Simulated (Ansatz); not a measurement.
A periodic model of amorphous Zr₂₀O₄₁Na₂:

```
Na2Zr20O41
1.0
    9.36171     0.01447    -0.00879
    0.01447     9.37078     0.07754
   -0.00879     0.07754     9.27200
Zr O Na
20 41 2
Direct
  0.94906   0.52214   0.97992
  0.71625   0.04910   0.80074
  0.28809   0.10138   0.36780
  0.94928   0.04008   0.52637
  0.67752   0.44211   0.26843
  0.27513   0.65429   0.91553
  0.85903   0.11993   0.12001
  0.09709   0.48345   0.34209
  0.45765   0.87495   0.68894
  0.65254   0.72751   0.01858
  0.83165   0.39905   0.59501
  0.04700   0.81624   0.20078
  0.20959   0.30207   0.69761
  0.08791   0.95678   0.83566
  0.45709   0.54724   0.53096
  0.51624   0.08929   0.06929
  0.20843   0.28659   0.05399
  0.59618   0.38621   0.87885
  0.40648   0.78857   0.27731
  0.60918   0.14833   0.45749
  0.24334   0.74990   0.12290
  0.28606   0.87039   0.83390
  0.66457   0.26823   0.68851
  0.35469   0.66770   0.69285
  0.82908   0.47725   0.79803
  0.14061   0.14390   0.54142
  0.88087   0.44166   0.32326
  0.19384   0.28950   0.28976
  0.72220   0.48187   0.04943
  0.06382   0.69805   0.88269
  0.73275   0.96416   0.02513
  0.98035   0.28430   0.04897
  0.49753   0.58828   0.93027
  0.92297   0.98734   0.30574
  0.92568   0.10642   0.75512
  0.41973   0.07013   0.55876
  0.44013   0.30725   0.01195
  0.51672   0.34733   0.40114
  0.68119   0.20197   0.23269
  0.71384   0.98709   0.57788
  0.68476   0.53314   0.51018
  0.58070   0.64124   0.23938
  0.01162   0.87529   0.64681
  0.63990   0.81568   0.80218
  0.50304   0.05226   0.84702
  0.40148   0.38793   0.68003
  0.82720   0.21907   0.47656
  0.21748   0.90488   0.34929
  0.49873   0.77240   0.48931
  0.87358   0.70295   0.08996
  0.12716   0.50401   0.12168
  0.19319   0.15933   0.85986
  0.70390   0.21074   0.96165
  0.49396   0.85687   0.08478
  0.49591   0.01565   0.30532
  0.18116   0.44178   0.86854
  0.01796   0.97630   0.03904
  0.06029   0.42753   0.57407
  0.30222   0.10085   0.13381
  0.01588   0.68649   0.36852
  0.30251   0.58304   0.38621
  0.11927   0.67866   0.60338
  0.75212   0.76223   0.45182
```

Methods: PBE, scalar-relativistic without spin-orbit coupling (Ansatz, a quantum-chemistry and plane-wave program); r2SCAN, scalar-relativistic without spin-orbit coupling (Ansatz); HSE06, scalar-relativistic without spin-orbit coupling (Ansatz). Neutral PBE cell, which sets geometry, pressure and energy: sampling: a 2×2×2 Γ-centred mesh; Fermi-Dirac width 0.02 eV; no spin polarisation. Exact exchange is cut at the faces of this 9 Å cell, which leaves hybrid gaps a finite-size error.

It comes from a melt-quench run on a machine-learned potential (CHGNet), relaxed afterwards by DFT. O atoms were pushed apart under 1.9 Å during the dynamics, to hinder bonds among them. The hot cell started wider than the set density and was brought back towards it in steps. It is the lowest in DFT energy of 2 quenches. It is a model cell: composition and starting density were chosen by hand, and all elements were melted together. No dispersion term was used. Its density started from a set value of 5.16 and ended at 5.16 g/cm³. Cooling (nominally 380 K/ps over its main leg) ran many orders faster than in experiment, which tends to leave more defects and strain. A cell of this size samples the disorder only roughly. The volume was held where the preparation left it and the shape relaxed.

Q: Give the pressure and the spacing of the highest filled and lowest empty levels.

A: 
- Pressure on a 2×2×2 Γ-centred mesh = -1.54 GPa
- Largest force and stress component on that mesh (the relaxation ran on the zone centre alone) = 0.13 eV/Å and 1.6 GPa
- Gap on a 2×2×2 Γ-centred mesh (PBE) = 3.31 eV
- Gap at the zone centre (PBE) = 3.44 eV
- Gap at the zone centre (r2SCAN) = 3.89 eV
- Gap at the zone centre (HSE06) = 4.95 eV
- Distance between the nearest levels spread over more than a fifth of the atoms or a third of the atoms of their main element (six at least) (PBE, zone centre) = 3.44 eV

Q: At PBE and the zone centre, how localised are the states just below and above the Fermi level (participation number: the atoms over which a state spreads)?

A: The highest filled state is spread over 19.1 atoms' worth, largest on O27, with weights by element (charge in smoothed Voronoi cells) O 0.95, Zr 0.05, Na 0.00. The lowest empty state is spread over 23.4 atoms' worth, largest on Zr5, with weights by element (charge in smoothed Voronoi cells) Zr 0.62, O 0.38, Na 0.00.

Cut-offs for bonds: Zr-Zr 3.41 Å, Zr-O 2.88 Å, Zr-Na 3.53 Å, O-O 1.58 Å, O-Na 2.78 Å, Na-Na 3.65 Å. Two cations that share two anions don't count as bonded, nor two that share one unless they lie closer than Zr-Zr 3.32 Å, Zr-Na 3.43 Å, Na-Na 3.55 Å.

Added carriers, by Ansatz with PBE, scalar-relativistic without spin-orbit coupling on the zone centre alone. Charged cells keep the cell fixed and stand in a uniform background, with no image correction, at a width of 0.01 eV; where the count is odd the moment is locked at 1 μB, unless the neutral cell bore moments. Each starts from the undistorted neutral geometry alone. PBE's self-interaction favours spread-out carriers, so it can miss traps that a hybrid finds.

Q: What happens at PBE when the cell takes an extra electron and the atoms relax?

A: Relaxation lowers the charged cell by 0.38 eV. The largest moves are O47 0.23 Å, O38 0.20 Å, O27 0.15 Å, Zr4 0.14 Å. The level that holds the added charge spreads over 9.8 atoms' worth, most on Zr20 (weight 0.19): a partly localised carrier. No bond crosses its cut-off with a change of over 0.15 Å (metal-metal contacts aside). Made neutral again at that geometry, the cell lies +0.62 eV from the neutral start.

Q: What happens at PBE when the cell takes a hole and the atoms relax?

A: Relaxation lowers the charged cell by 0.10 eV. The largest moves are O27 0.17 Å, O60 0.11 Å, O40 0.10 Å, Zr8 0.10 Å. The level that was emptied spreads over 6.1 atoms' worth, most on O27 (weight 0.28): a partly localised carrier. No bond crosses its cut-off with a change of over 0.15 Å (metal-metal contacts aside). Made neutral again at that geometry, the cell lies +0.42 eV from the neutral start.
